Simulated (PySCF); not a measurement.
PySCF 2.14.0, PBE0/def2-svpd, df: [O][Si](O)(O)O, charge -1, multiplicity 1, 8 atoms. The geometry is a generated start, not checked to be a minimum at this level.

```yaml
task: energy
method: pbe0
basis: def2-svpd
two_electron_scheme: density fitting
mol.max_memory: 3000 MB
mf.max_cycle: 100
mf.diis_space: 8 (default)
mf.conv_tol: 1e-09 (default)
mf.grids.level: 3 (default)
basis_functions: 140
grid_points: 104936
```

```xyz
8

O     -1.4344     0.8596     0.5668
Si    -0.1816     0.1224     0.0510
O     -0.4724    -1.2136    -0.9334
O      0.8963     1.0113    -0.8860
O      0.8459    -0.5107     1.2265
H     -1.2116    -1.0265    -1.5040
H      1.2177     1.7563    -0.3889
H      0.3401    -0.9987     1.8680
```

Charge -1 and multiplicity 1 are set for this test and not shown to be the ground state.

With the defaults (mf.DIIS = CDIIS, mf.diis = true, mf.level_shift = 0, mf.damp = 0, mf.diis_start_cycle = 1, mf.init_guess = minao) it converges in 13 Fock builds. One run each on 2 threads, 1 BLAS thread, with these changes:
- mf.diis = false
- mf.DIIS = EDIIS
- mf.init_guess = huckel
- mf.init_guess = mod_huckel
- mf.level_shift = 0.3 Hartree
- mf.init_guess = 1e
- mf.init_guess = sap
- mf.diis = false, mf.damp = 0.7, mf.diis_start_cycle = 999
- mf.damp = 0.7, mf.diis_start_cycle = 8

Question: Which of these changes keep the SCF from converging, or lead it to another solution?

Answer: No convergence: mf.DIIS = EDIIS; mf.diis = false (the run ends without SCF convergence in 100 cycles). The rest reach the solution of the defaults.

```
setting                                                    Fock builds             end
---------------------------------------------------------  -----------  --------------
the defaults                                                        13   same solution
mf.init_guess = mod_huckel                                          13   same solution
mf.init_guess = huckel                                              13   same solution
mf.init_guess = sap                                                 13   same solution
mf.init_guess = 1e                                                  15   same solution
mf.level_shift = 0.3 Hartree                                        16   same solution
mf.damp = 0.7, mf.diis_start_cycle = 8                              16   same solution
mf.diis = false, mf.damp = 0.7, mf.diis_start_cycle = 999           29   same solution
mf.DIIS = EDIIS                                                    101  no convergence
mf.diis = false                                                    101  no convergence
```
